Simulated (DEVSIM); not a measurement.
Device: abrupt InP p-n junction, at 300 K.

Layer 1 from the left is InP, thickness (μm) 2.60, Na (cm⁻³) 6e17, τn (s) 2.1e-8, τp (s) 2.1e-8. Layer 2 from the left is InP, thickness (μm) 11.0, Nd (cm⁻³) 6.8e14, τn (s) 2.1e-8, τp (s) 2.1e-8.

Left contact: ohmic. Right contact: ohmic. Voltage is applied to the left contact. Recombination: SRH at mid-gap, Auger. Mobility is μmin + (μ − μmin)/(1 + (N/Nref)^α).

The device is made up for the run: typed textbook-type constants, with dimensions and the other settings drawn at random. Values at 300 K.

InP: gap (eV) 1.344, affinity (eV) 4.38, permittivity 12.5, Nc (cm⁻³) 5.7e17, Nv (cm⁻³) 1.1e19, μn (cm²/Vs) 5200, μp (cm²/Vs) 170, μn,min 400, μp,min 10, Nref,n 3e17, Nref,p 4.9e17, αn 0.47, αp 0.62, Cn (cm⁶/s) 9e-31, Cp (cm⁶/s) 9e-31.

**Question.** Estimate by hand the built-in potential, the peak field at zero bias, the capacitance at -3 V, and compare with a numerical solution.

**Answer.** 
- Built-in potential: ni = √(Nc Nv) exp(−Eg/2kT) = 1.29e7 cm⁻³ with Eg = 1.344 eV; Vbi = kT/q ln(Na Nd/ni²) = 1.095 V; numerical 1.095 V.
- Peak field at zero bias: depletion approximation: W = √(2εVbi/(qN)) = 1.49 μm with N = 6.79e14 cm⁻³; field = 2Vbi/W = 14700 V/cm; numerical 42300 V/cm (estimate below by 65 %).
- Capacitance at -3 V: C = √(qεN / 2(Vbi + |V|)) = 3.83 nF/cm²; numerical 3.88 nF/cm² (estimate below by 1.1 %).

Simulated with DEVSIM: 1D drift-diffusion, Boltzmann statistics, complete ionisation; no tunnelling, impact ionisation, image-force lowering or self-heating.
